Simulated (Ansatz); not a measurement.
# Fermi-surface data of PtCu₃ (Pm-3m)

Here is the system:

```yaml
crystal:
  lattice:
    - [3.66631, 0.00000, 0.00000]
    - [0.00000, 3.66631, 0.00000]
    - [0.00000, 0.00000, 3.66631]
  atoms:
    - { symbol: Cu, position: [0.00000, 0.50000, 0.50000] }
    - { symbol: Cu, position: [0.50000, 0.00000, 0.50000] }
    - { symbol: Cu, position: [0.50000, 0.50000, 0.00000] }
    - { symbol: Pt, position: [0.00000, 0.00000, 0.00000] }
```

The numbers are results of PBEsol, rigid bands (plane waves, PAW, scalar-relativistic; Ansatz, a program for electronic structure), not measurements. Geometry: cell and atoms relaxed with PBEsol.

| Quantity | Result |
|---|---|
| density of states at the Fermi level | 1.80 states/(eV·cell), both spins |
| bare Sommerfeld coefficient | 1.06 mJ/(mol of atoms·K²) |
| Drude plasma energy | 6.6 eV |
| root-mean-square Fermi velocity | 6.8e5 m/s |
| resistivity times τ | 11.2 ×10⁻²² Ω·m·s |

A metal at this level (no band gap); rigid bands, thermally averaged at 300 K, both spins. Spin-orbit coupling is left out, which matters with elements this heavy. τ is one relaxation time for all states.

Formula and space group known from diffraction (Crystallography Open Database), not checked to be the room-temperature form: PtCu3 (Pm-3m).
